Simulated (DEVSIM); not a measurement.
Device: abrupt Si p-n junction, at 300 K.

Layer 1 from the left is Si, thickness (μm) 0.170, Na (cm⁻³) 5e17, τn (s) 1.8e-6, τp (s) 1.8e-6. Layer 2 from the left is Si, thickness (μm) 160, Nd (cm⁻³) 2.9e14, τn (s) 1.8e-6, τp (s) 1.8e-6.

Left contact: ohmic. Right contact: ohmic. Voltage is applied to the left contact. Recombination: SRH at mid-gap, Auger. Mobility is μmin + (μ − μmin)/(1 + (N/Nref)^α).

Constants are typed, rounded textbook-type inputs, not results; the design itself was drawn at random and stands for no fabricated device. Values at 300 K.

Si: gap (eV) 1.124, affinity (eV) 4.05, permittivity 11.7, Nc (cm⁻³) 2.86e19, Nv (cm⁻³) 3.1e19, μn (cm²/Vs) 1417, μp (cm²/Vs) 470, μn,min 52, μp,min 45, Nref,n 9.7e16, Nref,p 2.2e17, αn 0.68, αp 0.72, Cn (cm⁶/s) 2.8e-31, Cp (cm⁶/s) 9.9e-32.

Model (solved in DEVSIM): 1D drift-diffusion, Boltzmann statistics, complete ionisation; no tunnelling, impact ionisation, image-force lowering or self-heating.

Dark forward current:

```tsv
|V| (V)	|J| (A/cm²)
0.05	1.774e-8
0.10	6.921e-8
0.15	2.466e-7
0.20	9.782e-7
0.25	4.619e-6
0.30	2.566e-5
0.35	0.0001585
0.40	0.001027
0.45	0.006456
0.50	0.03276
0.55	0.1140
0.60	0.2978
0.65	0.6512
0.70	1.245
0.75	2.132
0.80	3.344
0.85	4.900
0.90	6.813
0.95	9.088
1.00	11.73
1.05	14.74
1.10	18.13
1.15	21.88
1.20	26.00
1.25	30.49
1.30	35.35
```

Question: Work out the local ideality factor n = ΔV / (kT/q · ln(J2/J1)) between the rows 0.15 and 0.20 V, 0.35 and 0.40 V, 1.25 and 1.30 V.

Answer: kT/q = 25.85 mV. From 0.15 to 0.20 V: ln(9.782e-7/2.466e-7) = 1.378, n = 1.40. From 0.35 to 0.40 V: ln(0.001027/0.0001585) = 1.869, n = 1.04, near the 1 of diffusion or emission over a barrier. From 1.25 to 1.30 V: ln(35.35/30.49) = 0.148, n = 13.08.

Question: Estimate the current at 0.40 V from the Shockley equation with J0 = Σ q ni² D/(N L) coth(W/L), τ joining the SRH, radiative and Auger lifetimes that are on, and W taken as the whole layer.

Answer: ni² = 1.16e20 cm⁻⁶; electrons in the p layer: μ = 389 cm²/Vs, D = 10.1 cm²/s, τ = 1.72e-6 s, L = 41.6 μm, W/L = 0.0041, term 2.20e-11 A/cm²; holes in the n layer: μ = 466 cm²/Vs, D = 12.1 cm²/s, τ = 1.80e-6 s, L = 46.6 μm, W/L = 3.4, term 1.66e-10 A/cm². J0 = 1.88e-10 A/cm², and J = J0 exp(qV/kT) = 0.000987 A/cm². The simulation gives 0.00103 A/cm²; the estimate lies 3.9 % below. The estimate leaves out recombination in the depletion region and that region's share of W.
